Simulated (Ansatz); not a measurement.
L1₂ (Cu3Au-type) Ni3Al, treated with PBE0 in Ansatz (plane waves, PAW).

Numerical settings: plane-wave cutoff 500 eV, 8×8×8 k mesh, Fermi–Dirac smearing 0.1 eV, spin-polarised with parallel moments, scalar-relativistic PAW data made under PBE.

The cell is the one relaxed with r²SCAN: a = 3.5268 Å, b = 3.5268 Å, c = 3.5268 Å, α = 90.00°, β = 90.00°, γ = 90.00°.

Question: Give the computed magnetic moment (largest site, within a sphere).

Answer: 
* **magnetic moment (largest site, within a sphere)**: 0.55 μB

Note: exact exchange on metals is sensitive to the k mesh and can open a false gap; the run warned that the count of filled bands differs between k points; cell and atoms aren't relaxed at this level (pressure 2.1 GPa).

Moments are spin moments.

Computed values are for the static lattice.

It cost around 8 core-minutes (rough) of CPU time.

Ansatz is a program for electronic structure.
